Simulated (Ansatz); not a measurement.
**Equilibrium volume per atom of GeS (model structure, started from the beta GaS type, P6₃/mmc, No. 194, 8 atoms in the cell) at several levels of theory**

No measured value is used here.

```json
[
 {"level (code)": "PBE (Ansatz)", "value (Å³/atom)": "31.21"},
 {"level (code)": "PBEsol (Ansatz)", "value (Å³/atom)": "[?]"},
 {"level (code)": "PBE-D3(BJ) (Ansatz)", "value (Å³/atom)": "25.60"}
]
```

### Question
What belongs in the gaps?

### Answer

- PBEsol (Ansatz, a program for electronic structure), value (Å³/atom): 26.19

Ansatz's density-functional and Hartree–Fock values are scalar-relativistic unless marked +SOC, with PAW data made under PBE.

A model structure was made by putting elements into a prototype or built by hand; it is no filed structure, need not be a known phase, and can be a saddle point held by its symmetry.
